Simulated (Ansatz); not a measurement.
Response to strain in BeS

The reference is BeS in the zinc blende structure (space group F-43m, No. 216).

```
BeS
1.0
    0.00000     2.39818     2.39818
    2.39818     0.00000     2.39818
    2.39818     2.39818     0.00000
Be S
1 1
Direct
  0.00000   0.00000   0.00000
  0.25000   0.25000   0.25000
```

Cartesian axes are those of the cell as printed.

Strains are applied to the cell and any free atomic positions relax; under biaxial strain the out-of-plane vector relaxes too.

Computed with LDA/PAW in Ansatz (a first-principles code), no spin-orbit coupling.

Candidates:
(a) biaxial strain +3.00 %, plane normal [001], relaxed out of plane
(b) biaxial strain −1.50 %, plane normal [001], relaxed out of plane
(c) biaxial strain +0.50 %, plane normal [001], relaxed out of plane
(d) biaxial strain +2.00 %, plane normal [001], relaxed out of plane

Notes on the quantities. energy relative to the base: free energy F.

Task: Order them by energy relative to the base, highest first.

Result: (a) biaxial strain +3.00 %, plane normal [001], relaxed out of plane (+13 meV/atom), (d) biaxial strain +2.00 %, plane normal [001], relaxed out of plane (+6.0 meV/atom), (b) biaxial strain −1.50 %, plane normal [001], relaxed out of plane (+3.6 meV/atom), (c) biaxial strain +0.50 %, plane normal [001], relaxed out of plane (+0.4 meV/atom)

Whether these cells are dynamically stable was not tested.
